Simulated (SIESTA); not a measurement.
**Input and output of a self-consistent single point for VOF (R-3m, 6 atoms in the cell) (SIESTA)**

Computed with LDA PW92, numerical atomic orbitals DZP, PseudoDojo LDA standard norm-conserving potentials (rewritten from UPF to PSML) (SIESTA).

Input:

```
# files in the folder: V.psml O.psml F.psml (PseudoDojo LDA standard)
SystemName  VOF
SystemLabel VOF

NumberOfAtoms                6
NumberOfSpecies              3
%block ChemicalSpeciesLabel
  1 23 V
  2 8 O
  3 9 F
%endblock ChemicalSpeciesLabel
LatticeConstant              1.0 Ang
%block LatticeVectors
     1.720395000    0.993271000    6.020310000
    -1.720395000    0.993271000    6.020310000
     0.000000000   -1.986541000    6.020310000
%endblock LatticeVectors
AtomicCoordinatesFormat      Fractional
%block AtomicCoordinatesAndAtomicSpecies
     0.239460000    0.239460000    0.239460000  1
     0.760540000    0.760540000    0.760540000  1
     0.124910000    0.124910000    0.124910000  2
     0.875090000    0.875090000    0.875090000  2
     0.373353000    0.373353000    0.373353000  3
     0.626647000    0.626647000    0.626647000  3
%endblock AtomicCoordinatesAndAtomicSpecies

XC.functional                LDA
XC.authors                   PW92
PAO.BasisSize                DZP
PAO.EnergyShift              0.01 Ry
MeshCutoff                   300 Ry
%block kgrid.MonkhorstPack
    6   0   0  0.0
    0   6   0  0.0
    0   0   6  0.0
%endblock kgrid.MonkhorstPack
OccupationFunction           FD
ElectronicTemperature        232.09 K
Spin                         polarized
%block DM.InitSpin
  1 +2.00
  2 +2.00
  3 +0.00
  4 +0.00
  5 +0.00
  6 +0.00
%endblock DM.InitSpin

MaxSCFIterations             150
SCF.Mixer.Method             Pulay
SCF.Mixer.Weight             0.1
SCF.Mixer.History            6
SCF.DM.Tolerance             1.0E-04
Diag.ParallelOverK           true
WriteForces                  true
Charge.Mulliken              end
```

The program printed (abridged):

```
reinit: Reading from file input.fdf

reinit: System Name: VOF
reinit: System Label: VOF

NOTE on units for spin output:
{S} is the spin magnetic moment, in units of the Bohr magneton,
assuming a g-factor for the electron spin of exactly 2.
The spin magnetic moment is then numerically equal to the charge inbalance,
in units of electrons, between the spin-up and -down channels.

coor:   Atomic-coordinates input format  =     Fractional

siesta: Atomic coordinates (Bohr) and species
siesta:      0.00000   0.00000   8.17282  1        1
siesta:      0.00000   0.00000  25.95739  1        2
siesta:      0.00000   0.00000   4.26320  2        3
siesta:      0.00000   0.00000  29.86701  2        4
siesta:      0.00000   0.00000  12.74262  3        5
siesta:      0.00000   0.00000  21.38759  3        6

siesta: System type = bulk

initatomlists: Number of atoms, orbitals, and projectors:      6    90    88

siesta: ******************** Simulation parameters ****************************
redata: Spin configuration                          = collinear
redata: Time-Reversal Symmetry                      = T
redata: Number of Atomic Species                    =        3
redata: Mesh Cutoff                                 =   300.0000 Ry
redata: Net charge of the system                    =     0.0000 |e|
redata: Min. number of SCF Iter                     =        0
redata: Max. number of SCF Iter                     =      150
redata: SCF convergence failure will abort job
redata: SCF mix quantity                            = Hamiltonian
redata: Mix DM or H after convergence               =   F
redata: Recompute H after scf cycle                 =   F
redata: Mix DM in first SCF step                    =   T
redata: No kicks to SCF
redata: DM Mixing Weight for Kicks                  =     0.5000
redata: Require Harris convergence for SCF          =   F
redata: Harris energy tolerance for SCF             =     0.000100 eV
   [... lines left out ...]
diag: Used triangular part                          = Lower
diag: Absolute tolerance                            =  0.100E-15
diag: Orthogonalization factor                      =  0.100E-05
diag: Memory factor                                 =  1.0000

superc: Internal auxiliary supercell:     7 x     7 x     7  =     343
superc: Number of atoms, orbitals, and projectors:   2058  30870  30184

                        Single-point calculation

superc: Internal auxiliary supercell:     7 x     7 x     7  =     343
superc: Number of atoms, orbitals, and projectors:   2058  30870  30184

outcell: Unit cell vectors (Ang):
        1.720395    0.993271    6.020310
       -1.720395    0.993271    6.020310
        0.000000   -1.986541    6.020310

outcell: Cell vector modules (Ang)   :    6.339596    6.339596    6.339596
outcell: Cell angles (23,13,12) (deg):     31.4920     31.4920     31.4920
outcell: Cell volume (Ang**3)        :     61.7257
new_DM -- step:     1
Initializing Density Matrix...

Attempting to read DM from file... Failed...
DM filled with atomic data (user-defined):

InitMesh: MESH = 64 x 64 x 64 = 262144
InitMesh: Mesh cutoff (required, used) =   300.000   312.338 Ry

stepf: Fermi-Dirac step function
        iscf     Eharris(eV)        E_KS(eV)     FreeEng(eV)     dDmax    Ef(eV) dHmax(eV)
   scf:    1    -6225.796401    -6242.131122    -6242.131198  0.790532 -2.409410 10.874503
     spin moment: {S} , |S| = {        0.0        0.0    3.99990 }     3.99990
   scf:    2    -6252.981901    -6248.012362    -6248.012390  0.068022 -3.089902  7.658465
     spin moment: {S} , |S| = {        0.0        0.0    4.00000 }     4.00000
   scf:    3    -6250.509623    -6252.232759    -6252.232769  0.128378 -4.449343  3.412372
     spin moment: {S} , |S| = {        0.0        0.0    4.00000 }     4.00000
   scf:    4    -6226.780592    -6244.440185    -6244.440189  0.133032 -3.235312 10.444139
     spin moment: {S} , |S| = {        0.0        0.0    4.00000 }     4.00000
   scf:    5    -6256.068846    -6251.381945    -6251.381947  0.087292 -4.170336  4.241849
     spin moment: {S} , |S| = {        0.0        0.0    4.00000 }     4.00000
   scf:    6    -6251.667100    -6251.554670    -6251.554672  0.008901 -4.144052  3.458224
   [... lines left out ...]
   scf:    9    -6252.813689    -6252.772187    -6252.772188  0.011048 -4.636569  0.350175
     spin moment: {S} , |S| = {        0.0        0.0    4.00000 }     4.00000
   scf:   10    -6252.783174    -6252.778340    -6252.778340  0.001728 -4.649987  0.201974
     spin moment: {S} , |S| = {        0.0        0.0    4.00000 }     4.00000
   scf:   11    -6252.782546    -6252.781509    -6252.781509  0.002328 -4.669925  0.020195
     spin moment: {S} , |S| = {        0.0        0.0    4.00000 }     4.00000
   scf:   12    -6252.781546    -6252.781537    -6252.781538  0.000209 -4.672076  0.003415
     spin moment: {S} , |S| = {        0.0        0.0    4.00000 }     4.00000
   scf:   13    -6252.781545    -6252.781541    -6252.781542  0.000254 -4.673544  0.005218
     spin moment: {S} , |S| = {        0.0        0.0    4.00000 }     4.00000
   scf:   14    -6252.781544    -6252.781543    -6252.781543  0.000056 -4.673082  0.000563
     spin moment: {S} , |S| = {        0.0        0.0    4.00000 }     4.00000
SCF Convergence by DM+H criterion
max |DM_out - DM_in|         :     0.0000563530
max |H_out - H_in|      (eV) :     0.0005626370
SCF cycle converged after 14 iterations

Using DM_out to compute the final energy and forces

siesta: E_KS(eV) =            -6252.7815

siesta: E_KS - E_eggbox =     -6252.7815

siesta: Atomic forces (eV/Ang):
     1   -0.000000   -0.000000   -0.304094
     2   -0.000000    0.000000    0.304094
     3   -0.000000   -0.000000    0.221943
     4   -0.000000    0.000000   -0.221943
     5   -0.000000    0.000000    0.281446
     6   -0.000000   -0.000000   -0.281446
   Tot   -0.000000   -0.000000   -0.000000
   Max    0.304094
   Res    0.156682    sqrt( Sum f_i^2 / 3N )
   Max    0.304094    constrained

Stress tensor Voigt[x,y,z,yz,xz,xy] (kbar):      223.54      223.54      216.39        0.00       -0.00       -0.00
(Free)E + p*V (eV/cell)    -6261.3018
Target enthalpy (eV/cell)    -6252.7815

siesta: Program's energy decomposition (eV):
siesta: Ebs     =     -1276.667531
siesta: Eions   =      9513.430729
siesta: Ena     =      1484.080070
siesta: Ekin    =      3141.700800
siesta: Enl     =      -284.858692
siesta: Eso     =         0.000000
siesta: Edftu   =         0.000000
siesta: DEna    =        50.847751
siesta: DUscf   =         1.968448
siesta: DUext   =         0.000000
siesta: Ex      =     -1029.081967
siesta: Ec      =      -104.007224
siesta: Exc     =     -1133.089191
siesta: Eharris =     -6252.781544
siesta: Etot    =     -6252.781543
siesta: FreeEng =     -6252.781543

siesta: Atomic forces (eV/Ang):
siesta:      1   -0.000000   -0.000000   -0.304094
siesta:      2   -0.000000    0.000000    0.304094
siesta:      3   -0.000000   -0.000000    0.221943
siesta:      4   -0.000000    0.000000   -0.221943
siesta:      5   -0.000000    0.000000    0.281446
siesta:      6   -0.000000   -0.000000   -0.281446
siesta: ----------------------------------------
siesta:    Tot   -0.000000   -0.000000   -0.000000

siesta: Stress tensor (static) (eV/Ang**3):
siesta:     0.139522    0.000000    0.000000
siesta:    -0.000000    0.139522   -0.000000
siesta:    -0.000000    0.000000    0.135060

   [... lines left out ...]
siesta: Cell volume =         61.725681 Ang**3
siesta:        -221.15603951       -208.75968692  kBar
   [... lines left out ...]
              0.107   0.123   0.084   0.145   0.084   0.123  -0.004  -0.008

              0.004  -0.008  -0.004

Species: O
Atom  Qatom  Qorb
               2s      2s      2py     2pz     2px     2py     2pz     2px
               3Pdxy   3Pdyz   3Pdz2   3Pdxz   3Pdx2-y2
   3  3.338   0.877   0.011   0.874   0.880   0.874  -0.064  -0.066  -0.064
              0.003   0.004   0.003   0.004   0.003
   4  3.338   0.877   0.011   0.874   0.880   0.874  -0.064  -0.066  -0.064
              0.003   0.004   0.003   0.004   0.003

Species: F
Atom  Qatom  Qorb
               2s      2s      2py     2pz     2px     2py     2pz     2px
               3Pdxy   3Pdyz   3Pdz2   3Pdxz   3Pdx2-y2
   5  3.632   0.910   0.023   0.926   0.933   0.926  -0.029  -0.035  -0.029
              0.001   0.002   0.001   0.002   0.001
   6  3.632   0.910   0.023   0.926   0.933   0.926  -0.029  -0.035  -0.029
              0.001   0.002   0.001   0.002   0.001

mulliken: Qtot =       24.000

Mulliken Atomic Populations:
Atom #   charge [q] valence [e]      Sz [e]  Species
     1     0.799475   12.200525    2.140815  V
     2     0.799475   12.200525    2.140815  V
     3    -0.552510    6.552510   -0.123274  O
     4    -0.552510    6.552510   -0.123274  O
     5    -0.246966    7.246966   -0.017541  F
     6    -0.246966    7.246966   -0.017541  F
 Total    -0.000000                4.000000
```

The run converged in 14 iterations.

The starting cell comes from a database of computed structures (which also holds hypothetical and non-ambient phases and stackings), without a prior relaxation at this level. The magnetic order is the one reached from the typed start; others were not searched systematically. Values carry the incompleteness of an atom-centred basis. With a pressure of about -22 GPa the cell is away from its equilibrium volume at this level.

Cost on one core of a shared machine: roughly 2 min.
